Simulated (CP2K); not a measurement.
Input and output of a self-consistent single point for C₃N₄ (Cmcm, 28 atoms in the cell) (CP2K).

Method of the run: PBEsol, GPW, DZVP-MOLOPT-SR-GTH basis, GTH-PBE potentials (GTH_POTENTIALS) (CP2K).

```
CELL_PARAMETERS angstrom
      7.13293     0.00000     0.00000
     -3.56442     6.17848     0.00000
      0.00000     0.00000     7.13765
ATOMIC_POSITIONS crystal
  C  0.67895 0.67885 0.25000
  C  0.32105 0.32115 0.75000
  C  0.67885 0.67895 0.75000
  C  0.32115 0.32105 0.25000
  C  0.99462 0.66798 0.25000
  C  0.00538 0.33202 0.75000
  C  0.66798 0.99462 0.75000
  C  0.33202 0.00538 0.25000
  C  0.99455 0.00545 0.25000
  C  0.00545 0.99455 0.75000
  C  0.32068 0.67932 0.25000
  C  0.67932 0.32068 0.75000
  N  0.44024 0.55976 0.25000
  N  0.55976 0.44024 0.75000
  N  0.77903 0.89509 0.25000
  N  0.22097 0.10491 0.75000
  N  0.89509 0.77903 0.75000
  N  0.10491 0.22097 0.25000
  N  0.77888 0.56334 0.25000
  N  0.22112 0.43666 0.75000
  N  0.56334 0.77888 0.75000
  N  0.43666 0.22112 0.25000
  N  0.10706 0.89294 0.25000
  N  0.89294 0.10706 0.75000
  N  0.10516 0.56350 0.25000
  N  0.89484 0.43650 0.75000
  N  0.56350 0.10516 0.75000
  N  0.43650 0.89484 0.25000
```

Reference input (self-consistent single point, DFT PBEsol, GPW, DZVP-MOLOPT-SR-GTH basis, GTH-PBE potentials (GTH_POTENTIALS)): CUTOFF = 400 Ry; REL_CUTOFF = 50 Ry; SMEAR/METHOD = GAUSSIAN; SIGMA = 0.05 eV; KPOINTS/SCHEME = MACDONALD 3 3 3 0.1666666667 0.1666666667 0.1666666667; XC_FUNCTIONAL = PBE:PBESOL; C/BASIS_SET = DZVP-MOLOPT-SR-GTH-q4; C/POTENTIAL = GTH-PBE-q4; N/BASIS_SET = DZVP-MOLOPT-SR-GTH-q5; N/POTENTIAL = GTH-PBE-q5; METHOD = GPW; EPS_DEFAULT = 1e-10. This run's input differs from it in these lines:

```diff
@@ -40,3 +40,3 @@
     &KPOINTS
-      SCHEME MACDONALD 3 3 3 0.1666666667 0.1666666667 0.1666666667
+      SCHEME MONKHORST-PACK 2 2 2
     &END KPOINTS
```

Output, abridged:

```
 SCF WAVEFUNCTION OPTIMIZATION

  Step     Update method      Time    Convergence         Total energy    Change
     1 NoMix/Diag. 0.20E+00      -     1.04627151      -227.4476012427 -2.27E+02
     2 Broy./Diag. 0.20E+00      -     0.14371625      -212.8082425706  1.46E+01
     3 Broy./Diag. 0.20E+00      -     0.22086971      -220.4407701536 -7.63E+00
     4 Broy./Diag. 0.20E+00      -     0.01592793      -225.8588634564 -5.42E+00
     5 Broy./Diag. 0.20E+00      -     0.01142017      -226.5496491123 -6.91E-01
     6 Broy./Diag. 0.20E+00      -     0.00378142      -226.8258515587 -2.76E-01
   [... lines left out ...]
    15 Broy./Diag. 0.20E+00      -     0.00009801      -226.5829549252  1.46E-03
    16 Broy./Diag. 0.20E+00      -     0.00000774      -226.5826178634  3.37E-04
    17 Broy./Diag. 0.20E+00      -     0.00001402      -226.5831975134 -5.80E-04
    18 Broy./Diag. 0.20E+00      -     0.00000651      -226.5833881397 -1.91E-04
    19 Broy./Diag. 0.20E+00      -     0.00000229      -226.5834167245 -2.86E-05
    20 Broy./Diag. 0.20E+00      -     0.00000271      -226.5833886824  2.80E-05
    21 Broy./Diag. 0.20E+00      -     0.00000106      -226.5833388337  4.98E-05
    22 Broy./Diag. 0.20E+00      -     0.00000045      -226.5833090229  2.98E-05
  *** SCF run converged in    22 steps ***

  Overlap energy of the core charge distribution:               0.00000241386351
  Self energy of the core charge distribution:               -557.62999655710894
  Core Hamiltonian energy:                                    166.60002072920227
  Hartree energy:                                             225.15557800038417
  Exchange-correlation energy:                                -60.70891360928936
  Smearing free energy correction:                             -0.00000000000000
  Fermi energy:                                                 0.11230280060124

  Total energy:                                              -226.58330902294838
  Total energy (extrapolated to sigma->0):                   -226.58330902294838

                     Mulliken Population Analysis

   [... lines left out ...]

 STRESS| Analytical stress tensor [bar]
 STRESS|                        x                   y                   z
 STRESS|      x        5.09931959927E+02   4.98404777963E+02  -2.20829026038E-09
 STRESS|      y        4.98404777963E+02   1.08499626173E+03  -2.60847280366E-09
 STRESS|      z       -2.20829026038E-09  -2.60847280366E-09  -9.12841290877E+03
 STRESS| 1/3 Trace                                            -2.51116156237E+03
```

The run converged in 22 iterations. Against the reference run the free energy is nearly the same (within 1 meV/atom), the pressure hardly changes (-0.26 to -0.25 GPa), the largest force goes from 0.162 to 0.173 eV/Å and the gap on the mesh goes from 1.306 to 1.289 eV.

The starting cell comes from a database of computed structures (which also holds hypothetical and non-ambient phases and stackings), without a prior relaxation at this level. Values carry the incompleteness of an atom-centred basis. The potentials were made for another functional than the one used. Another mesh or the band path of this cell gives a smaller gap, so this value is not converged in the mesh.

Cost on one core of a shared machine: roughly 3 min.
